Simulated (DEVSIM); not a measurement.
Device: Ti/AlN/p-Ge capacitor, at 400 K.

| layer (left to right) | material | thickness (nm) | Na (cm⁻³) |
|---|---|---|---|
| 1 | AlN | 12.0 | - |
| 2 | Ge | 6600 | 8e15 |

Metal gate on the left, work function 4.33 eV. Fixed charge at the semiconductor interface 0 cm⁻² (in units of +e); no interface traps.

Constants are typed, rounded textbook-type inputs, not results; the design itself was drawn at random and stands for no fabricated device. Values at 300 K; Nc and Nv go as T^1.5, mobilities as T to minus their exponent, the gap by Varshni's rule with the affinity fixed.

```
parameter         AlN        Ge
----------------  ---  --------
gap (eV)          6.1     0.664
affinity (eV)     1.9         4
permittivity      8.5        16
Nc (cm⁻³)           -   1.04e19
Nv (cm⁻³)           -      6e18
Varshni α (eV/K)    -  0.000477
Varshni β (K)       -       235
```

Simulated with DEVSIM: 1D Poisson equation in equilibrium, Boltzmann statistics, complete ionisation; no quantum confinement or tunnelling. Metal contacts follow the ideal Schottky-Mott rule: no Fermi-level pinning, no interface dipoles.

Problem. Give the band bending (positive: bands bend down) and minority sheet density.

Solution. 
| Vg (V) | ψs (V) | minority carriers (cm⁻²) |
|---|---|---|
| -0.9 | -0.242 | 1.6e11 |
| -0.75 | -0.225 | 1.6e11 |
| -0.6 | -0.204 | 1.6e11 |
| -0.45 | -0.175 | 1.6e11 |
| -0.3 | -0.132 | 1.6e11 |
| -0.15 | -0.064 | 1.6e11 |
| 0 | 0.039 | 1.6e11 |
| 0.15 | 0.157 | 2.1e11 |
| 0.3 | 0.241 | 4.5e11 |
| 0.45 | 0.289 | 8.4e11 |
| 0.6 | 0.321 | 1.3e12 |
| 0.75 | 0.343 | 1.8e12 |
| 0.9 | 0.361 | 2.3e12 |
| 1.05 | 0.375 | 2.8e12 |
